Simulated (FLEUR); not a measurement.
FLEUR run on Lu2C (R-3m, 3 atoms in the cell): self-consistent single point.

Method of the run: LDA (Perdew-Zunger), all-electron FLAPW (FLEUR), scalar-relativistic valence run with FLEUR.

```xyz
3
Lattice="1.7473 1.0088 5.8377 -1.7473 1.0088 5.8377 0.0000 -2.0176 5.8377" Properties=species:S:1:pos:R:3 pbc="T T T"
Lu     0.0000     0.0000     4.2176
Lu     0.0000     0.0000    13.2954
C      0.0000     0.0000     8.7565
```

Reference input (self-consistent single point, DFT, PBEsol, all-electron FLAPW (FLEUR), scalar-relativistic valence): Kmax = 4 1/bohr; GmaxXC = 16 1/bohr; xcFunctional = PBEs; jspins = 1; l_soc = F; mode = gauss; fermiSmearingEnergy = 0.00367493 Htr; mesh (inpgen div1-3) = 9 9 9; inpgen gamma flag = false; Gmax = 16 1/bohr; numbands = 0; maxIterBroyd = 15. This run's input differs from it in these lines:

```diff
@@ -15,3 +15,3 @@
 &comp jspins=1 /
-&exco xctyp='PBEs' /
+&exco xctyp='pz' /
 &kpt div1=9 div2=9 div3=9 /
@@ -28,3 +28,3 @@
       <coreElectrons ctail="T" frcor="F" kcrel="0" coretail_lmax="0"/>
-      <xcFunctional name="PBEs" relativisticCorrections="F"/>
+      <xcFunctional name="pz" relativisticCorrections="F"/>
       <magnetism jspins="1"/>
```

The program printed (abridged):

```
 Iteration:     1   Distance:      21.85188294 me/bohr^3
 Iteration:     2   Distance:      17.22449377 me/bohr^3
 Iteration:     3   Distance:       7.13398210 me/bohr^3
 Iteration:     4   Distance:       6.05315382 me/bohr^3
 Iteration:     5   Distance:       2.68790368 me/bohr^3
   [... 12 lines left out ...]
 Iteration:    18   Distance:       0.00006082 me/bohr^3
 Iteration:    19   Distance:       0.00002256 me/bohr^3
 Iteration:    20   Distance:       0.00001033 me/bohr^3
 Iteration:    21   Distance:       0.00000222 me/bohr^3
 Reset of history
 Run finished successfully
 Stop message:
   Structural relaxation: new displacements generated

[file out, last iteration]
             iter=     22
[...]
          total density-effective poten   -5.0350216724E+04
          total charge density-energy d   -5.9187343525E+02
 Updated energy parameters for spin:           1
[...]
 fermi energy and band-weighting factors:
    0.839428    0.879296

[...]
FERMIE:
          first approx. to ef    (T=0)  :   0.296962 htr   (energy of the highest occ. eigenvalue)
          number of occ. states  (T=0)  :       2297
          first approx. to seigv (T=0)  :  -9.400300 htr
          sum of weights of occ. states :  27.000000
          sum of semicore charge        :   0.000000 e
          fermi energy=   0.29675 har   work function=  -8.07490 ev
   [... lines left out ...]
          total moment                 =     0.00000
 Direct bandgap for spin            1 :    4.0705789692467853E-003  Htr
   [... lines left out ...]
          valence density: spin= 1
[...]
     l-like charge
     atom     s        p        d        f        total
 -->  1    2.27052  6.10706  0.83301 13.95795   23.17914
 -->  2    0.88403  1.52295  0.00530  0.00056    2.41295
          total charge for spin  1=   54.000000
          interst. charge =       5.228769
          mt charge=             23.179142    2.412947
          total charge  =   54.000000
```

The run converged in 21 iterations. FLEUR gives forces in its relaxation mode, with a further iteration, so its stop message speaks of a relaxation. Against the reference run the largest force goes from 0.031 to 0.269 eV/Å.

The starting cell comes from a database of computed structures (which also holds hypothetical and non-ambient phases and stackings), without a prior relaxation at this level. Spin-orbit coupling is off. Values depend on the basis (sphere radii, cutoffs, local orbitals), which need not be converged. The log's line on a gap gives a spacing of levels on this mesh, which the program prints for metals too.

Cost on one core of a shared machine: roughly 4 min.
